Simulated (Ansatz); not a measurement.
Take AlRu in the CsCl type structure (space group Pm-3m, No. 221; a = 2.9545 Å; relaxed with 0.1 eV smearing) as the base. Axes: x, y, z lie along the cube axes.

Computed with plane-wave PAW DFT at the LDA level (Ansatz, an electronic-structure program, 420 eV), scalar-relativistic without spin-orbit coupling.

For the base:

```
Item        Value
--------  -------
Pressure  0.0 GPa
```

Now apply this change: biaxial strain −2.08 %, plane normal [111], relaxed out of plane (Cartesian); in-plane vectors clamped, the third vector and the atoms free.

Task: How does this affect the energy relative to the base?

Result: The energy increases by 17 meV/atom.

Task: What does the calculation give for the pressure after the change?

Result: The pressure (mean of the normal stresses, compression positive) goes from zero to 6.8 GPa.

Task: What does the calculation give for the ratio −ε⊥/ε∥ after the change?

Result: The ratio −ε⊥/ε∥ is 0.74.

Stability against distortions was not tested. All final runs are without spin polarisation.
